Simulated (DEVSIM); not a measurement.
Structure: n-channel Ge planar bulk MOSFET with HfO2, at 300 K.

| Item | Result |
|---|---|
| Gate length | 50 nm |
| Source drain length | 40 nm |
| Dielectric thickness | 10.1 nm |
| Lateral straggle | 3.2 nm |
| Underlap | 0 nm |
| Junction depth | 14.6 nm |
| Substrate depth | 184 nm |
| Gate work function | 4.13 eV |
| Source and drain doping | 8.3e19 cm⁻³, Gaussian tails under the gate |
| Body doping | 1.5e18 cm⁻³ |
| Lifetime | 1e-7 s |
| Supply | 0.8 V |

All mobilities are scaled by 0.5; velocity saturation, μ/(1 + (μE/vsat)^b)^(1/b) with b = 2 for electrons and 1 for holes and E the electric field along each mesh edge, is on. Mobility is μmin + (μ − μmin)/(1 + (N/Nref)^α).

This is a model device: material constants are rounded textbook-type values typed into the input, and sizes, dopings and lifetimes were drawn at random. Values at 300 K.

Ge: gap (eV) 0.664, affinity (eV) 4, permittivity 16, Nc (cm⁻³) 1.04e19, Nv (cm⁻³) 6e18, μn (cm²/Vs) 3900, μp (cm²/Vs) 1900, μn,min 150, μp,min 100, Nref,n 2.6e17, Nref,p 4e17, αn 0.56, αp 0.6, vsat,n (cm/s) 6.5e6, vsat,p (cm/s) 6e6. HfO2: gap (eV) 5.7, affinity (eV) 2.5, permittivity 22.

Simulated with DEVSIM: 2D drift-diffusion, Boltzmann statistics, complete ionisation; no quantum confinement, tunnelling, impact ionisation, self-heating, contact resistance or fringe fields beside the gate. Metal contacts follow the ideal Schottky-Mott rule: no Fermi-level pinning, no interface dipoles.

Transfer curves, |Id| in μA/μm:

```csv
Vg (V),Vd = 0.05 V,Vd = 0.8 V
-0.24,1.257e-5,0.0001491
-0.2,3.091e-5,0.0003686
-0.16,7.734e-5,0.0009238
-0.12,0.0001960,0.002340
-0.08,0.0005012,0.005971
-0.04,0.001290,0.01530
0,0.003332,0.03922
0.04,0.008628,0.1001
0.08,0.02234,0.2531
0.12,0.05770,0.6302
0.16,0.1482,1.535
0.2,0.3763,3.615
0.24,0.9364,8.054
0.28,2.249,16.49
0.32,5.088,30.28
0.36,10.53,49.73
0.4,19.49,74.25
0.44,32.14,102.9
0.48,47.91,134.6
0.52,65.90,168.7
0.56,85.27,204.6
0.6,105.4,241.8
0.64,125.8,280.2
0.68,146.2,319.5
0.72,166.3,359.5
0.76,186.0,400.0
0.8,205.3,441.1
```

**Question.** Work out the subthreshold swing at low drain bias from the rows at 0 and 0.04 V, and compare it with the thermal limit.

**Answer.** log10(0.008628/0.003332) = 0.413 over 40.0 mV, so S = 96.8 mV/decade. The limit kT/q ln 10 is 59.5 mV/decade; the ratio is 1.63. This is the steepest step of the table.

**Question.** Find both thresholds at the constant current 0.1 μA × (1 μm/L) a micrometre, and the DIBL.

**Answer.** The current is 2.00 μA/μm. Interpolating ln Id gives 0.275 V and 0.172 V; their difference over the 0.75 V of drain bias is 140 mV/V.

Source and drain are degenerate, where Boltzmann statistics are only rough. The electric field that drives the saturation includes the junctions' built-in field, which lowers the mobility there even at small currents: subthreshold currents come out too low, a known weakness of this choice.
